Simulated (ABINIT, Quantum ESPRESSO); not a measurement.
An ABINIT input for a self-consistent single point of Al (Fm-3m, 1 atom in the cell) (DFT, LDA (PW92), plane waves, norm-conserving pseudopotentials (PseudoDojo nc-sr-04 LDA standard)):

```
# Al, PseudoDojo nc-sr-04 LDA standard
pp_dirpath "./"
pseudos "Al.upf"
acell 3*1.0
rprim
        -0.0000000000    3.7846017529    3.7846017529
         3.7846017529   -0.0000000000    3.7846017529
         3.7846017529    3.7846017529   -0.0000000000
natom 1
ntypat 1
znucl 13
typat 1
xcart    0.0000000000    0.0000000000    0.0000000000
ecut 599 eV
occopt 3
tsmear 0.00367493
nband 7
kptopt 1
ngkpt 14 14 14
nshiftk 1
shiftk 0 0 0
nstep 60
toldfe 1.0e-09
prtwf 0
prtden 0
```

Problem. Write the same calculation as an input for Quantum ESPRESSO.

Solution. This is the input that was run; spellings and numerical settings could be chosen otherwise.

```fortran
&CONTROL
    calculation = 'scf'
    prefix = 'pwscf'
    outdir = './work'
    pseudo_dir = './'
    tprnfor = .true.
    tstress = .true.
/
&SYSTEM
    ibrav = 0
    nat = 1
    ntyp = 1
    ecutwfc = 35
    ecutrho = 210
    occupations = 'smearing'
    smearing = 'fermi-dirac'
    degauss = 0.0073499
/
&ELECTRONS
    conv_thr = 1.0d-8
/
ATOMIC_SPECIES
Al    26.9815  Al.pz-n-kjpaw_psl.1.0.0.UPF
CELL_PARAMETERS {bohr}
   0.00000000     3.78460175     3.78460175
   3.78460175     0.00000000     3.78460175
   3.78460175     3.78460175     0.00000000
ATOMIC_POSITIONS {crystal}
Al    0.00000000    0.00000000    0.00000000
K_POINTS {automatic}
14 14 14  0 0 0
```

Basis settings and potentials, where a program has them, do not carry over. This input uses DFT, LDA (PZ), plane waves, PSlibrary PAW (LDA) pseudopotentials. LDA parametrisations can differ slightly between programs. Both were run: pressure -1.70 GPa in ABINIT and -1.46 in Quantum ESPRESSO.

On ABINIT: the starting cell has typed, rounded lattice constants, without a prior relaxation at this level. Its lattice was rescaled by a random factor within 2.5 % of one.

On Quantum ESPRESSO: the starting cell has typed, rounded lattice constants, without a prior relaxation at this level. Its lattice was rescaled by a random factor within 2.5 % of one.
